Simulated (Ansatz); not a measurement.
Start from Ge in the diamond structure (space group Fd-3m, No. 227; a = 5.622 Å). Axes: x, y, z lie along the cube axes.

Calculations: LDA (Ansatz, a first-principles code; PAW; 420 eV plane waves; no spin-orbit coupling).

Base values:

The shortest interatomic distance is 2.434 Å. The pressure is 0.0 GPa and the band gap comes out as zero.

One thing is altered: a pure shear with ε_xy = ε_yx = 0.0114; the atoms relax in the strained cell.

Problem. Estimate the effect on the energy relative to the base, shortest interatomic distance, pressure and band gap.

Solution. The energy increases by 2.2 meV/atom; the shortest interatomic distance shrinks by 0.008 Å, from 2.434 Å to 2.426 Å; the pressure (mean of the normal stresses, compression positive) is still 0.0 GPa; the band gap remains zero.

No phonon test of stability was made. The zero or small gap of Ge can change with the level of theory.
